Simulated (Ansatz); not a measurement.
## Quick settings and what they miss: Ti5Te4 (I4/m, 9 atoms in the cell)

Self-consistent single point.

```yaml
crystal:
  lattice:
    - [-5.02244, 5.02244, 1.85080]
    - [5.02244, -5.02244, 1.85080]
    - [5.02244, 5.02244, -1.85080]
  atoms:
    - { symbol: Ti, position: [0.00000, 0.00000, 0.00000] }
    - { symbol: Ti, position: [0.31387, 0.62097, 0.93484] }
    - { symbol: Ti, position: [0.68613, 0.37903, 0.06516] }
    - { symbol: Ti, position: [0.62097, 0.68613, 0.30710] }
    - { symbol: Ti, position: [0.37903, 0.31387, 0.69290] }
    - { symbol: Te, position: [0.06008, 0.72216, 0.78224] }
    - { symbol: Te, position: [0.93992, 0.27784, 0.21776] }
    - { symbol: Te, position: [0.72216, 0.93992, 0.66208] }
    - { symbol: Te, position: [0.27784, 0.06008, 0.33792] }
```

Level of theory: PBEsol, PAW files made with PBE (plane waves; Ansatz, a first-principles code).

Base settings: basis.ecutwfc = 420 eV; kpoints.mp_grid.grid = 5 5 5; hamiltonian.xc = pbesol; hamiltonian.pseudopotentials = {kind: paw} (the program's default PAW files); scf.occupations.method = cold; scf.occupations.width = 0.05 eV.

Tight run (finer mesh or higher cutoff; not a proven limit): basis.ecutwfc: 420 eV → 590 eV; kpoints.mp_grid.grid: 5 5 5 → 7 7 7; scf.convergence.dr2_threshold: default (1e-07 eV) → 1e-09 eV. It gave Fermi level (on the code's own zero) 13.35 eV; pressure 0.80 GPa; largest force (vector length) 0.288 eV/Å.

Quick runs, as changes from the base:
- A: the base itself
- B: kpoints.mp_grid.grid: 5 5 5 → 4 4 4; hamiltonian.xc: pbesol → lda; scf.occupations.width: 0.05 eV → 0.2 eV; kpoints.mp_grid.shift: default → 0.5 0.5 0.5 [LDA (PW92)]
- C: basis.ecutwfc: 420 eV → 210 eV; kpoints.mp_grid.grid: 5 5 5 → 2 2 2; kpoints.mp_grid.shift: default → 0.5 0.5 0.5
- D: basis.ecutwfc: 420 eV → 250 eV; kpoints.mp_grid.grid: 5 5 5 → 1 1 1
- E: basis.ecutwfc: 420 eV → 250 eV; kpoints.mp_grid.grid: 5 5 5 → 3 3 3; scf.occupations.method: cold → methfessel_paxton; scf.occupations.width: 0.05 eV → 0.5 eV; kpoints.mp_grid.shift: default → 0.5 0.5 0.5
- F: basis.ecutwfc: 420 eV → 210 eV; kpoints.mp_grid.grid: 5 5 5 → 4 4 4; hamiltonian.xc: pbesol → lda; scf.occupations.method: cold → fermi_dirac; scf.occupations.width: 0.05 eV → 0.136 eV [LDA (PW92)]

Energies are extrapolated to zero smearing width, which holds to low order in the width alone.

Dashes: energy of B, F, another energy zero.

† marks runs with another functional, U, potentials or spin treatment: their distance from the tight run is not a convergence error alone.

The count of work is k-points × plane waves × bands × iterations; it is no time. 

Pressures in the table are Ansatz's without its Pulay estimate, at a fixed set of plane waves; the tight run's value above holds the estimate.

The starting cell comes from a database of computed structures (which also holds hypothetical and non-ambient phases and stackings), without a prior relaxation at this level. Its lattice was rescaled by a random factor within 2.5 % of one. Spin polarisation is off, so a magnetic state, if there is one, cannot be reached. Without a gap this mesh is coarse (it stands for a supercell whose shortest vector is 19 Å).

| run | energy less tight (meV/atom) | pressure less tight (GPa) | largest miss in a force vector (eV/Å) | count of work / tight |
|---|---|---|---|---|
| A | 2.4 | 0.06 | 0.024 | 0.18 |
| B† | – | -2.84 | 0.204 | 0.12 |
| C | 3226.5 | -135.33 | 0.305 | 0.010 |
| D | 1508.6 | -30.66 | 1.455 | 0.0061 |
| E | 594.9 | -34.30 | 0.363 | 0.025 |
| F† | – | -139.48 | 0.223 | 0.049 |

Among the runs at the tight run's level, the energy misses run from 2.4 to 3226.5 meV/atom.

Keys are those of Ansatz 0.2.
